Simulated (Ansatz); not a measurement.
# A computed series for SrTiO3: response to strain

The reference is SrTiO₃ in the cubic perovskite structure (space group Pm-3m, No. 221; a = 3.8542 Å).

Strains are applied to the cell and any free atomic positions relax.

Computed with LDA, PAW, 420 eV (Ansatz, a quantum-chemistry and plane-wave program; without spin-orbit coupling).

Notes on the quantities. energy relative to the base: free energy F.

```tsv
case	pressure	energy relative to the base	band gap	smallest direct gap
base	0.00 GPa	0 meV/atom	1.85 eV	2.17 eV
isotropic strain +0.60 %	-3.49 GPa	+2.3 meV/atom	1.82 eV	2.16 eV
isotropic strain +1.20 %	-6.68 GPa	+9.0 meV/atom	1.79 eV	2.14 eV
isotropic strain +1.80 %	-9.61 GPa	+20 meV/atom	1.76 eV	2.12 eV
isotropic strain +2.40 %	-12.30 GPa	+34 meV/atom	1.73 eV	2.09 eV
isotropic strain +3.00 %	-14.75 GPa	+53 meV/atom	1.70 eV	2.07 eV
```

Whether these cells are dynamically stable was not tested. The final runs are not spin-polarised. Many cubic perovskites are stable only at high temperature; tilts and polar distortions were not tested.
